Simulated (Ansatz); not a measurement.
End structure of the (32-53) surface of hcp Ti in its 1x1 cell, outermost plane spacing 0.09 Å in the ideal cut:

```
CELL_PARAMETERS angstrom
      5.50203     0.00000     0.00000
      0.00868    11.57149     0.00000
      0.00000     0.00000    26.50000
ATOMIC_POSITIONS crystal
  Ti 0.88490 0.37818 0.31186
  Ti 0.94533 0.84293 0.31326
  Ti 0.32963 0.00308 0.32815
  Ti 0.39687 0.45187 0.33068
  Ti 0.77820 0.61857 0.34520
  Ti 0.84233 0.06044 0.35013
  Ti 0.17867 0.23849 0.36639
  Ti 0.25939 0.66878 0.36669
  Ti 0.59562 0.85050 0.38446
  Ti 0.67670 0.27702 0.39072
  Ti 0.03483 0.45756 0.40412
  Ti 0.09379 0.89569 0.40802
  Ti 0.46197 0.06692 0.42505
  Ti 0.53300 0.51110 0.42679
  Ti 0.89829 0.68120 0.44460
  Ti 0.96499 0.12337 0.45157
  Ti 0.32633 0.29803 0.46911
  Ti 0.39505 0.73379 0.47020
  Ti 0.74940 0.91080 0.48873
  Ti 0.82080 0.34784 0.49190
  Ti 0.17783 0.52281 0.50810
  Ti 0.24923 0.95986 0.51127
  Ti 0.60358 0.13686 0.52980
  Ti 0.67230 0.57263 0.53089
  Ti 0.03364 0.74729 0.54843
  Ti 0.10033 0.18946 0.55540
  Ti 0.46563 0.35955 0.57321
  Ti 0.53665 0.80373 0.57495
  Ti 0.90483 0.97497 0.59198
  Ti 0.96379 0.41310 0.59588
  Ti 0.32193 0.59364 0.60928
  Ti 0.40301 0.02016 0.61554
  Ti 0.73923 0.20188 0.63331
  Ti 0.81996 0.63217 0.63361
  Ti 0.15629 0.81022 0.64987
  Ti 0.22042 0.25209 0.65480
  Ti 0.60176 0.41879 0.66932
  Ti 0.66899 0.86758 0.67185
  Ti 0.05330 0.02773 0.68674
  Ti 0.11373 0.49248 0.68814
```

Model: 40-atom slab, 10.5 Å thick at the start (thin: gaps and levels are the slab's own), 7x4x1 mesh, Fermi-Dirac 0.1 eV, dipole correction, all atoms relaxed; start symmetry kept, larger cells not searched; no spin, no spin-orbit, no U.

Problem. Predict the work function of the top face from PBE (Ansatz, an electronic-structure program).

Solution. 3.54 eV
